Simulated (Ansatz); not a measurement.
Input and output of a relaxation of the atoms for ZrAu (P4mm, 2 atoms in the cell) (Ansatz, an electronic-structure program).

Method: LDA (PW92), default PAW files made with PBE (plane waves; Ansatz).

The change in words: one atom moved by 0.15 angstrom; relax: default → atoms; relax.f_tol: default → 0.005 eV/Å. Reference geometry:
```yaml
crystal:
  lattice:
    - [3.15616, 0.00000, 0.00000]
    - [0.00000, 3.15616, 0.00000]
    - [0.00000, 0.00000, 3.90579]
  atoms:
    - { symbol: Zr, position: [0.00000, 0.00000, 0.00000] }
    - { symbol: Au, position: [0.50000, 0.50000, 0.50000] }
```

Reference input (self-consistent single point, DFT, LDA (PW92), plane waves, default PAW files made with PBE): basis.ecutwfc = 30.9 Ry; kpoints.mp_grid.grid = 10 10 9; hamiltonian.xc = lda; hamiltonian.pseudopotentials = {kind: paw} (the program's default PAW files); scf.occupations.method = gaussian; scf.occupations.width = 0.0073 Ry. This run's input differs from it in these lines:

```diff
@@ -6,3 +6,3 @@
   atoms:
-    - { symbol: Zr, position_ang: [0.000000, 0.000000, 0.000000] }
+    - { symbol: Zr, position_ang: [0.000000, 0.000000, 0.150002] }
     - { symbol: Au, position_ang: [1.578081, 1.578081, 1.952894] }
@@ -21,2 +21,4 @@
     width: 0.0073 Ry
+relax:
+  f_tol: 0.005
 output:
```

Log, with long lists cut:

```
   [... SCF lines of the steps left out ...]
relax step   1: F+E_penalty+E_count = -16943.46194416 eV  Δ(F+E_penalty+E_count) = +0.000e0 eV  max|allowed force component| = 6.501e-1 eV/Å  Δτ_max = 0.0000 Å  (6 SCF iters, dr2 threshold 6.25e-7 eV, accepted)
relax step   2: F+E_penalty+E_count = -16943.50130861 eV  Δ(F+E_penalty+E_count) = -3.936e-2 eV  max|allowed force component| = 2.926e-1 eV/Å  Δτ_max = 0.1085 Å  (5 SCF iters, dr2 threshold 2.64e-5 eV, accepted)
relax step   3: F+E_penalty+E_count = -16943.51110220 eV  Δ(F+E_penalty+E_count) = -9.794e-3 eV  max|allowed force component| = 3.103e-3 eV/Å  Δτ_max = 0.0332 Å  (4 SCF iters, dr2 threshold 5.35e-6 eV, accepted)
relax step   4: F+E_penalty+E_count = -16943.51110394 eV  Δ(F+E_penalty+E_count) = -1.746e-6 eV  max|allowed force component| = 2.756e-3 eV/Å  Δτ_max = 0.0000 Å  (4 SCF iters, accepted)
the relaxation is at rest under the 8 symmetry operations that the run kept from its start: a minimum is not shown …
Stability not checked: this state was not tested for a lower state beside it, because too few of the mixer's solves of this state at the end of the SCF gave a …
Free energy (F): -16943.511104 eV
Internal energy: -16943.500308 eV  (E = F + TS)
E sigma→0 (E₀):  -16943.505706 eV
Entropy (-TS):   -0.010796 eV (-5.398 meV/atom)
Fermi energy:    17.420506 eV
--- Forces (eV/Å), atoms counted from 1 ---
  atom   1  Zr     0.00000000     0.00000000     0.00275896
   [... lines left out ...]
  The stress holds the Pulay correction. Without it, at fixed plane waves, as pw.x and ABINIT print it: P = -6.2707 GPa
--- Relaxed structure (4 steps of the walk, 4 accepted, 0 SCFs on fresh bases) ---
  F+E_penalty+E_count = -16943.51110394 eV   max|allowed force component| = 2.756e-3 eV/Å
  atoms:
    - { symbol: Zr, position: [-1.9069138939307356e-36, 0.0, 0.019123610437096244] }
    - { symbol: Au, position: [0.5, 0.5, 0.5192815816535119] }
```

The run converged.  The full log also holds: “iter 5 did not close the SCF: its close was put off for the readings that it lacked (scf_convergence_deferred on its scf_iter line)”.

Summary of the result:
* **Free energy E − TS (on the zero of these files)**: -16943.5111 eV
* **Fermi level (on the code's own zero)**: 17.42 eV
* **Pressure**: -6.24 GPa
* **Largest force (vector length)**: 0.003 eV/Å
* **Relaxation steps**: 4

The starting cell comes from a database of computed structures (which also holds hypothetical and non-ambient phases and stackings), without a prior relaxation at this level. Its lattice was rescaled by up to half a per cent. For this run, on top of that: one atom moved by 0.15 angstrom. The relaxation keeps the symmetry of its start, so its end need not be a minimum. Ansatz's pressure includes its estimate of the finite-basis (Pulay) stress.

Keys are those of Ansatz 0.2.
